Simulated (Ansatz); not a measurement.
**MgBr2 in the CdI2 type structure (space group P-3m1, No. 164; a model cell; layered, stacked along the Cartesian z axis)**

Space group P-3m1 (No. 164); a = 3.7673 Å, b = 3.7673 Å, c = 6.0589 Å, α = 90.00°, β = 90.00°, γ = 120.00°

```
atom  site  symmetry       x       y       z
----  ----  --------  ------  ------  ------
Mg      1a      -3m.  0.0000  0.0000  0.0000
Br      2d       3m.  0.3333  0.6667  0.2486
```

Level of theory: PBEsol-D3(BJ) (Ansatz, a quantum-chemistry and plane-wave program), no SOC. Settings: 10×10×6 k-points, 0.05 eV Fermi–Dirac smearing.

| Quantity | Result |
|---|---|
| Volume per atom | 24.82 Å³ |
| Density | 4.11 g/cm³ |
| Band gap | 4.26 eV, direct at Γ |
| Electron mass | 0.29 mₑ along c, 0.25 mₑ across |
| Total energy | -2463.401 eV/atom (σ→0; compares only within this code and set-up) |

Effective masses come from finite differences of ±0.01 Å⁻¹. Gaps are Kohn–Sham eigenvalue differences; semilocal functionals usually give less than the measured gap. No phonon test of stability was made.
